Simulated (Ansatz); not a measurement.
The parent structure is BAs in the rock salt structure (space group Fm-3m, No. 225; a hypothetical phase, not in the database extracts checked; relaxed with 0.1 eV smearing).

```
BAs
1.0
    0.00000     2.28433     2.28433
    2.28433     0.00000     2.28433
    2.28433     2.28433     0.00000
As B
1 1
Direct
  0.00000   0.00000   0.00000
  0.50000   0.50000   0.50000
```

Cartesian axes are those of the cell as printed.

Level of theory: PBEsol (Ansatz, an electronic-structure program; PAW; 420 eV plane waves; without spin-orbit coupling).

Modification: uniaxial strain ε_yy = +2.21 %, all other strain components held at zero; the atoms relax in the strained cell.

**Question.** Predict the stress tensor and what it implies for the stiffness.

**Answer.** Stress of the strained cell less that of the base (GPa, compression positive):
```
   -2.1     0.0     0.0
    0.0    -4.4     0.0
    0.0     0.0    -2.1
```

Then −Δσ_ii/ε with ε = 0.0221 gives secant stiffness values (nonlinear terms included at this strain): C22 ≈ 200 GPa, C12 ≈ 96 GPa and C23 ≈ 96 GPa.

No phonon test of stability was made. All final runs are without spin polarisation.
